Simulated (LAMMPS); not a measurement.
Quenches at 1e+13 K/s across the composition of Cu (fcc) with a share x of Cu sites Pt; each row starts from its own melt temperature.

Level of theory: classical MD, pair style eam, the elements' _u3.eam files (universal-3 set of Foiles, Baskes and Daw); code LAMMPS.

```json
[
 {"x": "0.25", "density": "12.4 g/cm³ (one sample)", "state": "glass"},
 {"x": "0.5", "density": "15.7 g/cm³ (one sample)", "state": "glass"},
 {"x": "0.75", "density": "18.6 g/cm³ (one sample)", "state": "glass"}
]
```
